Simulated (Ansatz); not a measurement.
Size effect: Li3Pt (Fm-3m) beside Mo

Li3Pt (Fm-3m): ρ₀ = 13.0 μΩ·cm, ℓ = 10.00 nm. Mo (Im-3m) has a bulk resistivity ρ₀ of 5.36 μΩ·cm and a mean free path ℓ of 12.6 nm. Both at 300 K by PBEsol, DFPT electron-phonon coupling, linearised Boltzmann equation (plane waves, PAW, scalar-relativistic; Ansatz, an electronic-structure program); third figures are kept for the arithmetic, and halving the electron mesh moves ρ₀ by up to 7 and 1 % at 300 K, and ℓ by up to 5 and 2 % (the most at any temperature). Cell of Li3Pt (Fm-3m): a = 4.245 Å, b = 4.245 Å, c = 4.245 Å, α = 60.00°, β = 60.00°, γ = 60.00°. On Mo: eigensolver warning.

Square wire of width d: ρ(d) = ρ₀ + ρ₀ℓ [3(1 − p)/(4d) + 3R/(2D(1 − R))], with p = 0.4, R = 0.5, D = d.

Question: Reduce the formula and give each metal's size term.

Answer: With D = d the size term is Kρ₀ℓ/d, K = 0.75 × 0.6 + 1.5 × 0.5/0.50 = 1.95. Li3Pt (Fm-3m): ρ₀ℓ = 13.0×10⁻¹⁶ Ω·m², ρ = 13.0 + 250/d. Mo: 6.75×10⁻¹⁶ Ω·m², ρ = 5.36 + 132/d (μΩ·cm, d in nm).

Question: Do these numbers give a width at which Li3Pt (Fm-3m) overtakes?

Answer: Nowhere: neither ρ₀ nor ρ₀ℓ of Li3Pt (Fm-3m) lies under that of Mo.

Question: Find the resistance of 1 μm of line, ρL/d², in square trenches of width w. Take w = 9, 16, 30, 36 nm.

Answer: 
| w (nm) | ρ, Li3Pt (Fm-3m) (μΩ·cm) | Ω/μm, Li3Pt (Fm-3m) | ρ, Mo (μΩ·cm) | Ω/μm, Mo |
|---|---|---|---|---|
| 9 | 41 | 5100 | 20.0 | 2500 |
| 16 | 29 | 1130 | 13.6 | 530 |
| 30 | 21 | 240 | 9.7 | 108 |
| 36 | 20 | 155 | 9.0 | 70 |

The line of Mo has the lower resistance at w = 9, 16, 30, 36 nm.

The formula is the first-order form of the Fuchs-Sondheimer and Mayadas-Shatzkes models for a square wire of an isotropic metal and fails where d lies far under ℓ. Neither p nor R nor D comes from the calculation. Defining ℓ as one path for all states would lower each ρ₀ℓ, not all alike. Only harmonic phonons scatter in ρ₀; disorder, surface states and the phase's stability aren't judged.

Computed structure with no diffraction record at hand here (it may be known, metastable or hypothetical): Li3Pt (Fm-3m). The missing spin-orbit coupling matters most for Li3Pt (Fm-3m).
